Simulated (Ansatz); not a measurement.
Take Ta in the bcc (W type) structure (space group Im-3m, No. 229; a = 3.254 Å; relaxed with 0.1 eV smearing) as the base.

The values are results of Ansatz (a quantum-chemistry and plane-wave program), LDA, PAW, cutoff 420 eV, no SOC, not measurements.

Strains are applied to the cell and any free atomic positions relax.

One change was made to it. Results:

The pressure goes from zero to 23.6 GPa; the energy grows by 103 meV/atom.

Problem. Name the change that was made.
A. isotropic strain −1.00 %
B. isotropic strain +0.50 %
C. isotropic strain −3.00 %
D. isotropic strain −2.00 %

Solution. C, isotropic strain −3.00 %. For comparison, the energy relative to the base in the other runs: isotropic strain +0.50 % gives +2.6 meV/atom; isotropic strain −2.00 % gives +44 meV/atom; isotropic strain −1.00 % gives +11 meV/atom.

No phonon test of stability was made. All final runs are without spin polarisation.
